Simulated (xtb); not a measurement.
xtb 6.7.1, GFN1-xTB: Si(H)(Br)(NH2)2 (N[SiH](N)Br), 9 atoms. The geometry is a generated start, not checked to be a minimum at this level.

```yaml
method: GFN1-xTB
"--acc": 1 (default)
"--etemp (K)": 300 (default)
detailed input (--input): "none: ANC optimiser, Lindh (1995) Hessian, microcycle=20, maxdispl=1.0, hlow=0.01 (default)"
basis_functions: 38
valence_electrons: 26
```

```xyz
9

Si    -0.0867     0.4580     0.2386
N     -1.3604    -0.1792    -0.7050
N      1.1306    -0.6644     0.6984
Br     0.7299     2.0448    -1.1066
H     -0.5782     1.0966     1.4406
H     -1.2746    -0.2497    -1.7074
H     -1.9445    -0.9103    -0.3410
H      1.6701    -1.1437    -0.0064
H      1.7140    -0.4521     1.4888
```

The structure is relaxed from this start with --opt LEVEL for the levels crude, sloppy, loose, lax, normal, tight, vtight, extreme, once each. Up to the end of the extreme run atoms move by at most 0.43 Å along an axis.

Problem. Which level is enough to come within 5 meV of the tightest end point?

Solution. sloppy: 15 cycles against 31, ending 2.4 meV above.

| level | cycles | energy above the extreme run (meV) | gradient norm (eV/Å) |
|---|---|---|---|
| crude | 11 | 16 | 0.39 |
| sloppy | 15 | 2.4 | 0.26 |
| loose | 17 | 1.2 | 0.14 |
| lax | 18 | 0.66 | 0.066 |
| normal | 21 | 0.092 | 0.027 |
| tight | 22 | 0.090 | 0.023 |
| vtight | 28 | under 0.01 | 0.0030 |
| extreme | 31 | — | 0.0024 |
